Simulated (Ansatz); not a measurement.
Al2O3 in the corundum structure (space group R-3c, No. 167)

```cif
data_Al12O18
_chemical_formula_sum 'Al12 O18'
_space_group_name_H-M_alt 'R-3c :H'
_space_group_IT_number 167
_space_group_name_Hall '-R 3 2"c'
_cell_length_a 4.77316
_cell_length_b 4.77316
_cell_length_c 13.01337
_cell_angle_alpha 90.000
_cell_angle_beta 90.000
_cell_angle_gamma 120.000
loop_
_atom_site_label
_atom_site_type_symbol
_atom_site_symmetry_multiplicity
_atom_site_Wyckoff_symbol
_atom_site_fract_x
_atom_site_fract_y
_atom_site_fract_z
_atom_site_occupancy
Al1 Al 12 c 0.00000 0.00000 0.14797 1
O1 O 18 e 0.30585 0.30585 0.25000 1
```
(The calculation used a cell of 10 atoms; values per cell refer to that cell.)

All numbers come from DFT with PBEsol, PAW potentials and a 420 eV plane-wave cutoff in Ansatz (a quantum-chemistry and plane-wave program), no SOC, earlier PAW set. Γ-centred 8×8×8 mesh, Fermi–Dirac width 0.05 eV.

```yaml
volume_per_atom: 8.56 Å³
density: 3.96 g/cm³
band_gap: 6.04 eV, direct at Γ
electron_mass: 0.40 mₑ along c, 0.37 mₑ across
Lowest conduction-band minima above the VBM: Γ 6.04 eV
total_energy: -547.890 eV/atom (σ→0; compares only within this code and set-up)
```

Masses are band curvatures over ±0.01 Å⁻¹ around the edge. Whether these cells are dynamically stable was not tested.
